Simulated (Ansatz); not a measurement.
## Worked energetics: Si(111):H with two OH

Periodic model of Si(111):H with two OH, 3 bilayers (cell 11.5 x 6.6 Å; k mesh 1x2x1). Computed with PBE-D3(BJ) (plane waves to 420 eV, PAW; Ansatz, a quantum-chemistry and plane-wave program). The slab states were run without spin polarisation. Saddle heights at 0 K without zero-point terms (NEB or saddle search) between ends relaxed from single starting guesses; cell and mesh not converged. The saddle order is not shown.

Elementary step: the surface fragment of SiCl4 exchanges a second ligand with a neighbouring O-H group, starting from the surface left by an earlier step (SiCl4 exchanges a ligand with a surface O-H group and HCl forms), after HCl has left.

Total energies of the cell in eV (only differences have meaning):

```json
[
 {"state": "start", "energy (eV)": "-28086.812"},
 {"state": "top of the barrier", "energy (eV)": "-28085.420"},
 {"state": "end", "energy (eV)": "-28086.686"}
]
```

Work out the barrier, the reaction energy, the back barrier, the rate at 473 K and the temperature at which it reaches one per second, for an assumed prefactor of 1e13 per second.

Barrier = -28085.420 - (-28086.812) = 1.39 eV. Reaction energy = -28086.686 - (-28086.812) = +0.13 eV. Back barrier = -28085.420 - (-28086.686) = 1.27 eV.
With an assumed prefactor of 1e13 per second, the rate at 473 K (kT = 0.0408 eV) is 1e13 x exp(-1.39 / 0.0408) = about 10^-1.8 per second, and it reaches one per second at T = 1.39 / (8.617e-5 x ln 1e13) = about 540 K. A hydrogen atom moves in this step, so zero-point energy and tunnelling, left out here, usually make it faster, above all at low temperature.
